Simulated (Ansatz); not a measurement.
Consider InAs in the zinc blende structure (space group F-43m, No. 216; a = 6.1863 Å).

All numbers come from plane-wave PAW DFT at the PBE level (Ansatz, a first-principles code, 420 eV), spin-orbit coupling left out.

For the base:

| Item | Result |
|---|---|
| Band gap | zero |
| Volume per atom | 29.59 Å³ |

It is then changed as follows: a hydrostatic pressure of 9 GPa.

Task: Predict the new band gap and volume per atom.

Result: The band gap changes from zero to 0.14 eV; the volume per atom drops by 3.73 Å³ (29.59 Å³ → 25.86 Å³).

Load acts through the strain it causes; cell and atoms are relaxed under it. No phonon test of stability was made. All final runs are without spin polarisation. Measured, InAs leaves this structure (for rock salt) near 7 GPa (temperature not stated; as listed in Datta, Sujoy, Jana, Debnarayan, arXiv (2020)). The zero or small gap of InAs can change with the level of theory.
